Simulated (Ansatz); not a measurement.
PtSe2, pressure series

The parent structure is PtSe$_{2}$ in the CdI2 type structure (space group P-3m1, No. 164; a = 3.731 Å, c = 5.256 Å; layered, stacked along the Cartesian z axis).

Cell and atoms are relaxed at each pressure.

Method: Ansatz (a program for electronic structure), r2SCAN+rVV10, PAW, cutoff 500 eV, scalar-relativistic without spin-orbit coupling.

Notes on the quantities. enthalpy: H = E + PV relative to the base's energy.

| case | lattice parameter a | band gap | enthalpy |
|---|---|---|---|
| base | 3.731 Å | zero | – |
| pressure −1 GPa | 3.720 Å | 0.34 eV | -0.14 eV/atom |
| pressure 0.9 GPa | 3.735 Å | zero | +0.12 eV/atom |
| pressure 2.1 GPa | 3.735 Å | zero | +0.27 eV/atom |
| pressure 4.5 GPa | 3.727 Å | zero | +0.56 eV/atom |
| pressure 9 GPa | 3.707 Å | zero | +1.08 eV/atom |
| pressure 15 GPa | 3.681 Å | zero | +1.75 eV/atom |
| pressure 22.5 GPa | 3.650 Å | zero | +2.55 eV/atom |
| pressure 30 GPa | 3.622 Å | zero | +3.32 eV/atom |

Spin-orbit coupling, missing from the scalar runs, can matter with Pt. Load acts through the strain it causes; cell and atoms are relaxed under it. Stability against distortions was not tested. No other phases were tried under pressure. The final runs are not spin-polarised. The zero or small gap of PtSe2 can change with the level of theory.
